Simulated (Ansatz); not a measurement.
Consider Pd in the simple cubic structure (space group Pm-3m, No. 221; a hypothetical phase, not in the database extracts checked; relaxed with 0.1 eV smearing).

```
CELL_PARAMETERS angstrom
      2.56661     0.00000     0.00000
      0.00000     2.56661     0.00000
      0.00000     0.00000     2.56661
ATOMIC_POSITIONS crystal
  Pd 0.00000 0.00000 0.00000
```

Cartesian axes are those of the cell as printed.

Method: PBEsol (Ansatz, a first-principles code; PAW; 420 eV plane waves; no SOC).

The change: tensile biaxial strain of 1.25 % in the plane normal to [111], as in epitaxy on a mismatched substrate; the out-of-plane cell vector and the atoms relax.

Problem. What does the calculation give for the in-plane stress and energy relative to the base after the change?

Solution. The mean in-plane stress (compression positive) amounts to +1.7 GPa; the energy drops by 2.1 meV/atom.

Stability against distortions was not tested. All final runs are without spin polarisation. Under biaxial strain +1.25 %, plane normal [111], relaxed out of plane the cell ends below the base's energy or with stress of the wrong sign: the atoms slid into a distortion or the cell is elastically unstable, so the base is not a stable minimum at this level. Pd has a high density of states at the Fermi level and may be magnetic at this level.
